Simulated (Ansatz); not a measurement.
## hypothetical diamond Mg with two functionals, 2 layers

The reference is Mg in the diamond structure (space group Fd-3m, No. 227; a = 6.8713 Å; a hypothetical phase, not in the database extracts checked). Axes: x, y, z lie along the cube axes.

(Cell as relaxed with PBE.)

Levels (all Ansatz, a quantum-chemistry and plane-wave program, PAW): PBE (420 eV, without spin-orbit coupling); PBEsol (420 eV, without spin-orbit coupling).

Each level relaxes its own structure.

```
base                      PBE    PBEsol
-------------------  --------  --------
volume per atom      40.55 Å³  39.01 Å³
lattice parameter a   6.871 Å   6.783 Å
band gap                 zero      zero
```

The change: a free-standing slab of 2 layers (4 atoms, 2 a layer) is cut normal to [110], with 15 Å of vacuum and the in-plane cell held at bulk.

| quantity | PBE | PBEsol |
|---|---|---|
| excess energy per area of both faces (slab less bulk energy over the cell's area: twice a surface energy) | 0.46 J/m² | [?] |
| shortest interatomic distance | 3.025 Å | [?] |
| band gap | zero | [?] |

Task: Predict the PBEsol column.

Result: 
- excess energy per area of both faces (slab less bulk energy over the cell's area: twice a surface energy), PBEsol: 0.55 J/m²
- shortest interatomic distance, PBEsol: 2.997 Å
- band gap, PBEsol: zero

PBE's excess energy per area of both faces lies 0.084 J/m² below PBEsol's; PBE's shortest interatomic distance lies 0.028 Å above PBEsol's (1.0 %); the two agree on the band gap. Neither level is exact; PBEsol is the comparison here, not a measurement.

The excess energy carries the mismatch between the slab's and the bulk's meshes. Whether these cells are dynamically stable was not tested.
